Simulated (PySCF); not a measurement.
PySCF 2.14.0, unrestricted PBE/def2-tzvp, df: [CH2]SCC, charge 0, multiplicity 2, 11 atoms. The geometry is a generated start, not checked to be a minimum at this level.

- task: energy
- method: pbe
- basis: def2-tzvp
- two-electron scheme: density fitting
- mol.max_memory: 3000 MB
- mf.max_cycle: 100
- mf.conv_tol: 1e-09 (default)
- mf.grids.level: 3 (default)
- basis functions: 172
- grid points: 129896

```xyz
11

C      1.9182    -0.4061    -0.0020
S      0.9130     0.0681    -1.2927
C     -0.5243     0.7283    -0.3723
C     -1.2930    -0.3794     0.3267
H      2.8118    -0.9269    -0.2836
H      1.9072     0.1812     0.8960
H     -0.1448     1.4597     0.3408
H     -1.1403     1.2332    -1.1147
H     -0.6298    -0.9361     0.9878
H     -2.1034     0.0471     0.9173
H     -1.7145    -1.0690    -0.4034
```

Charge 0 and multiplicity 2 are set for this test and not shown to be the ground state.

With the defaults (mf.DIIS = CDIIS, mf.diis = true, mf.init_guess = minao, mf.level_shift = 0, mf.diis_space = 8) it converges in 14 Fock builds. One run each on 2 threads, 1 BLAS thread, with these changes:
- mf.diis_space = 20
- mf.init_guess = sap
- mf.diis_space = 3
- mf.diis_space = 5
- mf.diis = false
- mf.level_shift = 1 Hartree
- mf.init_guess = atom
- mf.DIIS = EDIIS
- mf.init_guess = mod_huckel

**Question.** Which runs fail or end elsewhere than the default run?

**Answer.** No convergence: mf.DIIS = EDIIS; mf.diis = false (the run ends without SCF convergence in 100 cycles). The rest reach the solution of the defaults.

```
setting                     Fock builds             end
--------------------------  -----------  --------------
the defaults                         14   same solution
mf.diis_space = 20                   14   same solution
mf.init_guess = atom                 15   same solution
mf.diis_space = 5                    16   same solution
mf.init_guess = sap                  17   same solution
mf.init_guess = mod_huckel           18   same solution
mf.diis_space = 3                    24   same solution
mf.level_shift = 1 Hartree           54   same solution
mf.DIIS = EDIIS                     101  no convergence
mf.diis = false                     101  no convergence
```
